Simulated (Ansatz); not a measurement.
Abridged Ansatz (a first-principles code) output:

```
Relaxation: its limit of steps is 50 (relax.max_steps)
Pseudopotential: Mg, paw, valence charge 10
Pseudopotential: Ge, paw, valence charge 14
Crystal: 3 atoms, lattice volume = 71.280 Å³
Basis set: ecut = 420 eV, 1411 PW (Γ), exchange–correlation on 64×64×64 points (8 copies of the dense FFT grid, shifted against one another)
Bands: 21, of which v1, the nominal top of the filled ones, is band 17 counted from 1 (16 counted from 0)
Symmetry: 48 space group operations
k-points: 35 of 729
Functional: x = pbe(κ = 0.804, μ = 0.2195149727645171), c = pbe(β = 0.06672455060314922)
SCF iter   1: F=—  HF=-8143.368532 eV  |F-HF|=—  |Δ(HF+E_count)|=         —  Δρ=3.69e-3  dr2=2.75e-2  ethr=1.77e-3  ⟨swp⟩=5.9  Hψ=3252  notcnv=0
SCF iter   2: F=—  HF=-8143.361110 eV  |F-HF|=—  |Δ(HF+E_count)|=   7.42e-3  Δρ=1.14e-3  dr2=1.08e-3  ethr=8.08e-5  ⟨swp⟩=2.0  Hψ=1283  notcnv=0
SCF 1 converged in 7 iterations: F = -8143.361245 eV  dr2 = 5.25e-11
relax step   1: F+E_penalty+E_count = -8143.36124544 eV  Δ(F+E_penalty+E_count) = +0.000e0 eV  max|allowed force component| = 2.467e-17 eV/Å  Δτ_max = 0.0000 Å  (7 SCF iters, accepted)
SCF converged after 7 iterations
Free energy (F): -8143.361245 eV
Internal energy: -8143.360701 eV  (E = F + TS)
E sigma→0 (E₀):  -8143.360973 eV
Entropy (-TS):   -0.000544 eV (-0.181 meV/atom)
Fermi energy:    6.210614 eV
--- Forces (eV/Å), atoms counted from 1 ---
  atom   1  Mg     0.00000000     0.00000000    -0.00000000
  atom   2  Mg    -0.00000000     0.00000000     0.00000000
  atom   3  Ge    -0.00000000     0.00000000    -0.00000000
--- Stress (GPa, compression-positive) ---
       -3.147944      -0.000000       0.000000
       -0.000000      -3.147944      -0.000000
       -0.000000      -0.000000      -3.147944
  P = ⅓ Tr σ = -3.1479 GPa (-31.479 kbar)
--- Relaxed structure (1 steps of the walk, 1 accepted, 0 SCFs on fresh bases) ---
  atoms:
    - { symbol: Mg, position: [0.25, 0.25, 0.25] }
    - { symbol: Mg, position: [0.75, 0.75, 0.75] }
    - { symbol: Ge, position: [0.0, 0.0, 0.0] }
```

Question: What was computed, and what are the main results?

Answer: Mg2Ge, 3 atoms in the cell, with Ansatz, PBE, PAW, cutoff 420 eV, spin-orbit coupling left out. The last SCF converged to F = -8143.361245 eV, or -2714.4537 eV per atom, at a pressure of -3.15 GPa. The total energy compares only with runs of the same code, potentials and settings.

The cells carry an imposed strain or load. Whether these cells are dynamically stable was not tested. The cell was made from Mg2Ge in the anti-fluorite structure (space group Fm-3m, No. 225) by this change: isotropic strain +2.50 %.

Keys are those of Ansatz 0.2.
